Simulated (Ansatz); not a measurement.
The starting structures come from a database of crystals and need not be the phases stable at ambient conditions.

 Where the default PAW files enter, the runs use the earlier of Ansatz's two default sets.

By PBEsol, the system below comes out a metal.

```yaml
crystal:
  lattice:
    - [3.05995, 0.00000, 0.00000]
    - [0.00000, 4.26057, 0.00000]
    - [0.03814, 0.00000, 4.40585]
  atoms:
    - { symbol: Sb, position: [0.01139, 0.25000, 0.75883] }
    - { symbol: Sb, position: [0.98861, 0.75000, 0.24117] }
```

Space group of this cell: P2_1/m. The cell is strained (lengths across the current scaled by 0.98, ions clamped).

The current flows along the normal of the first two printed cell vectors. No spin-orbit coupling; the value is a mean over 0.1 eV about the Fermi level.

**Question.** State the ballistic conductance per area according to PBEsol run with Ansatz (a first-principles code).

**Answer.** 1.0 × 10¹⁵ S/m² for both spins.
